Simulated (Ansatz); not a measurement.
# A computed series for TiPt3: pressure series

Take TiPt3 in the Cu3Au type structure (space group Pm-3m, No. 221; a = 3.8994 Å) as the base.

Cell and atoms are relaxed at each pressure.

The values are results of Ansatz (a quantum-chemistry and plane-wave program), PBEsol, PAW, cutoff 420 eV, spin-orbit coupling left out, not measurements.

| P (GPa) | V (Å³/atom) |
|---|---|
| -2.01 | 14.937 |
| -1.01 | 14.879 |
| 0.89 | 14.773 |
| 2.08 | 14.709 |
| 4.50 | 14.584 |
| 9.00 | 14.366 |
| 15.02 | 14.102 |
| 22.50 | 13.808 |
| 30.00 | 13.545 |

A third-order Birch–Murnaghan fit to these points gives V₀ = 14.82 Å³/atom, B₀ = 266 GPa and B₀′ = 4.9. At pressure 30 GPa the volume is 91.4 % of V₀.

Load acts through the strain it causes; cell and atoms are relaxed under it. No phonon test of stability was made. No other phases were tried under pressure. All final runs are without spin polarisation.
